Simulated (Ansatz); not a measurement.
WSi2: tensor shear ε_xz = +0.86 %

Consider WSi2 (space group I4/mmm, No. 139; a = 3.185 Å, c = 7.773 Å; relaxed with 0.1 eV smearing). Axes: x, y, z lie along a, b, c of the conventional cell.

Now apply this change: a pure shear with ε_xz = ε_zx = 0.0086, atoms relaxed at fixed cell.

Method: LDA (Ansatz, a first-principles code, PAW, without spin-orbit coupling). Γ-centred 25×25×25 mesh, Fermi–Dirac width 0.1 eV.

- Volume per atom: 13.14 Å³ (base 13.14 Å³)
- Shortest interatomic distance: 2.571 Å (base 2.571 Å)
- Energy relative to the base (free energy F): +2.6 meV/atom
- Pressure (mean of the normal stresses, compression positive): 0.1 GPa (base 0.0 GPa)
- Band gap: zero (base zero)
- Stress (xx, yy, zz, yz, xz, xy; compression positive): (0.1, 0.1, 0.1, 0.0, -3.7, 0.0) GPa

Final structure:

```
CELL_PARAMETERS angstrom
     -1.55921     1.59264     3.87287
      1.62606    -1.59264     3.90026
      1.55921     1.59264    -3.87287
ATOMIC_POSITIONS crystal
  Si 0.66535 0.66462 0.99927
  Si 0.33465 0.33538 0.00073
  W  0.00000 0.00000 0.00000
```

The cells carry an imposed strain or load. Stability against distortions was not tested. All final runs are without spin polarisation.
